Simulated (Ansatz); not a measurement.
The starting structures come from a database of crystals and need not be the phases stable at ambient conditions.

By PBEsol, the system below comes out a metal.

The ballistic (Sharvin) conductance counts the channels at the Fermi level: G/A = (e²/h) × channels of both spins per area.

Input:

```
Pt
1.0
    2.74395     0.00000     0.00000
   -0.91465     2.58702     0.00000
    0.91465     1.29351     2.24043
Pt
1
Direct
  0.00000   0.00000   0.00000
```

Space group of this cell: Im-3m, bcc (W type). The cell is taken as given; by PBEsol its mean pressure is -11.0 GPa.

The current flows along the normal of the first two printed cell vectors, the (110) plane of the conventional cell. No spin-orbit coupling; the value is a mean over 0.1 eV about the Fermi level.

Task: Predict the ballistic conductance per area from PBEsol (Ansatz, a program for electronic structure).

Result: 1.6 × 10¹⁵ S/m² for both spins.
